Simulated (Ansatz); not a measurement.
## Worked example: self-consistent single point of ZnSnSb2 (Pmm2, 4 atoms in the cell) in Ansatz

Level of theory: LDA (PW92), default PAW files made with PBE (plane waves; Ansatz, a program for electronic structure).

This input was run:

Ansatz 0.2 input:
```yaml
# ZnSnSb2
crystal:
  lattice:
    - [4.499097, 0.000000, 0.000000]
    - [0.000000, 4.499097, 0.000000]
    - [0.000000, 0.000000, 6.294367]
  atoms:
    - { symbol: Zn, position_ang: [0.000000, 0.000000, 0.050002] }
    - { symbol: Sn, position_ang: [2.249548, 2.249548, 3.147184] }
    - { symbol: Sb, position_ang: [0.000000, 2.249548, 1.399867] }
    - { symbol: Sb, position_ang: [2.249548, 0.000000, 4.894500] }
basis:
  ecutwfc: 420.0 eV
kpoints:
  mp_grid:
    grid: [7, 7, 5]
hamiltonian:
  xc: lda
  pseudopotentials:
    kind: paw
scf:
  occupations:
    method: fermi_dirac
    width: 0.1 eV
output:
  forces: true
  eigenvalues: true
  stress: true
```

Log, with long lists cut:

```
WARN ansatz: RAYON_NUM_THREADS=1 ignored (pool sized by the plan → 1); use --threads N
Pseudopotentials: kind: paw
Pseudopotential: Zn, paw, valence charge 12
Pseudopotential: Sn, paw, valence charge 14
Pseudopotential: Sb, paw, valence charge 15
Crystal: 4 atoms, lattice volume = 127.410 Å³
Basis set: ecut = 420 eV, 2477 PW (Γ)
Bands: 34, of which v1, the nominal top of the filled ones, is band 28 counted from 1 (27 counted from 0)
Symmetry: 4 space group operations
Space group: Pmm2 (ITA 25), of the structure as read, at distance tolerance 5.0e-5 Å
k-points: 48 of 245 (time reversal used)
PAW frozen core: Zn, regenerated for the run's functional, and the local potential with it
PAW frozen core: Sn, regenerated for the run's functional, and the local potential with it
PAW frozen core: Sb, regenerated for the run's functional, and the local potential with it
Initial density: superposition of atomic densities (neutral atoms: chi_scale 0, normalization atom), corrected by the library's trained network
Initial wavefunctions: pseudopotential atomic-orbital guess
Eigensolver: davidson
Functional: x = slater, c = lda
SCF iter   1: F=—  HF=-21797.415826 eV  |F-HF|=—  |Δ(HF+E_count)|=         —  Δρ=5.81e-3  dr2=2.02e-2  ethr=1.77e-3  ⟨swp⟩=7.2  Hψ=7560  notcnv=0
all-band conjugate gradients solve this SCF's bands
preconditioner: auto → Kerker (q_TF=auto, 2.379 Å⁻¹)
SCF iter   2: F=—  HF=-21797.408959 eV  |F-HF|=—  |Δ(HF+E_count)|=   6.87e-3  Δρ=2.81e-3  dr2=6.59e-3  ethr=3.60e-5  ⟨swp⟩=2.7  Hψ=3317  notcnv=0
SCF iter   3: F=—  HF=-21797.407987 eV  |F-HF|=—  |Δ(HF+E_count)|=   9.72e-4  Δρ=1.36e-3  dr2=1.32e-3  ethr=1.18e-5  ⟨swp⟩=2.9  Hψ=2957  notcnv=0
SCF iter   4: F=—  HF=-21797.407358 eV  |F-HF|=—  |Δ(HF+E_count)|=   6.29e-4  Δρ=3.44e-4  dr2=3.34e-4  ethr=2.35e-6  ⟨swp⟩=2.0  Hψ=2035  notcnv=0
SCF iter   5: F=—  HF=-21797.407318 eV  |F-HF|=—  |Δ(HF+E_count)|=   4.00e-5  Δρ=1.24e-4  dr2=6.06e-5  ethr=5.96e-7  ⟨swp⟩=3.0  Hψ=2969  notcnv=0
SCF iter   6: F=—  HF=-21797.407313 eV  |F-HF|=—  |Δ(HF+E_count)|=   5.60e-6  Δρ=5.61e-5  dr2=7.68e-6  ethr=1.08e-7  ⟨swp⟩=2.0  Hψ=1960  notcnv=0
SCF iter   7: F=—  HF=-21797.407312 eV  |F-HF|=—  |Δ(HF+E_count)|=   7.55e-7  Δρ=1.57e-5  dr2=8.09e-7  ethr=1.37e-8  ⟨swp⟩=2.8  Hψ=2924  notcnv=0
SCF iter   8: F=—  HF=-21797.407312 eV  |F-HF|=—  |Δ(HF+E_count)|=   7.00e-8  Δρ=6.15e-6  dr2=1.30e-7  ethr=1.44e-9  ⟨swp⟩=3.0  Hψ=2520  notcnv=0
SCF iter   9: F=-21797.407312 eV  HF=-21797.407312 eV  |F-HF|=1.69e-8  |Δ(HF+E_count)|=   9.00e-9  Δρ=2.82e-6  dr2=2.69e-8  ethr=1.79e-10  ⟨swp⟩=5.7  Hψ=5829  notcnv=0
SCF 1 converged in 9 iterations: F = -21797.407312 eV  dr2 = 2.69e-8
SCF converged after 9 iterations
Free energy (F): -21797.407312 eV
Harris-Foulkes:  -21797.407312 eV  (|F-HF|=1.69e-8)
Internal energy: -21797.392518 eV  (E = F + TS)
E sigma→0 (E₀):  -21797.399915 eV
Entropy (-TS):   -0.014794 eV (-3.698 meV/atom)
Fermi energy:    6.994194 eV
--- Per-component energies (eV) ---
  E_band       = -542.675144
  E_kinetic    = 735.843778
  E_local      = -6782.540804  (includes V_loc(G=0)·N_el)
  E_nonlocal   = 1320.777974
  E_hartree    = 3137.202057
  E_xc         = -788.912962
  E_vxc        = -345.157311  (∫ρ·V_xc dr)
  E_paw        = -14605.485100  (= ΣΔE_a)
  E_vpaw       = -1745.997889  (= ΣTr[D̂ρ^β])
  E_aug_tail   = -0.000371  (compensation charges beyond the density's cutoff)
  E_ewald      = -4817.376776
  E_core_change = 3.099687  (= ΣΔE_core)
  E_smearing   = -0.014794  (= −TS)
  E_closure    = -0.000000  (closes the sum)
  Σ components = -21797.407312   (vs F -21797.407312, Δ=0.00e0)
--- Forces (eV/Å), atoms counted from 1 ---
  atom   1  Zn     0.00000000     0.00000000    -0.23178929
  atom   2  Sn     0.00000000     0.00000000     0.06245581
  atom   3  Sb     0.00000000     0.00000000     0.00977070
  atom   4  Sb     0.00000000     0.00000000     0.15959436
  max |Σ_I F_I| component: 3.16e-5 eV/Å
--- Stress (GPa, compression-positive) ---
       -2.791445       0.000000       0.000000
        0.000000      -2.278595       0.000000
        0.000000       0.000000      -2.515558
  P = ⅓ Tr σ = -2.5285 GPa (-25.285 kbar)
  The stress holds the Pulay correction. Without it, at fixed plane waves, as pw.x and ABINIT print it: P = -2.5597 GPa
--- Band table (eV; the first three rows and the last of 48) ---
  k-point 0: bands = ["-21.6906", "-21.6856", "-21.6428", "-21.6371", "-21.6077", "-21.5918", "-21.5759", "-21.5565", "-21.5382", "-21.5208", "-14.5578", "-14.5509", "-14.5498", "-14.5306", "-14.5186", "-4.1404", "-2.2141", "-0.2037", "-0.1849", [...]
  k-point 1: bands = ["-21.6906", "-21.6855", "-21.6428", "-21.6371", "-21.6077", "-21.5918", "-21.5759", "-21.5566", "-21.5382", "-21.5208", "-14.5578", "-14.5509", "-14.5498", "-14.5306", "-14.5186", "-4.0305", "-2.5019", "-0.2881", "-0.1863", [...]
  k-point 2: bands = ["-21.6906", "-21.6855", "-21.6428", "-21.6371", "-21.6077", "-21.5919", "-21.5759", "-21.5566", "-21.5383", "-21.5208", "-14.5578", "-14.5509", "-14.5499", "-14.5305", "-14.5186", "-3.7422", "-3.0263", "-0.3550", "-0.1886", [...]
  k-point 47: bands = ["-21.6908", "-21.6826", "-21.6429", "-21.6343", "-21.6087", "-21.5933", "-21.5732", "-21.5576", "-21.5392", "-21.5181", "-14.5601", "-14.5589", "-14.5364", "-14.5286", "-14.5230", "-2.3541", "-2.2148", "-0.5204", "-0.1641", [...]
```

The run converged in 9 iterations.

The starting cell comes from a database of computed structures (which also holds hypothetical and non-ambient phases and stackings), without a prior relaxation at this level. Its lattice was rescaled by up to half a per cent. One atom was moved a little off its site on purpose. Spin-orbit coupling is off. Ansatz's pressure includes its estimate of the finite-basis (Pulay) stress. The run gives no clean gap (levels at the Fermi energy touch, overlap or are partly filled at this smearing), which alone does not show that the compound is a metal.
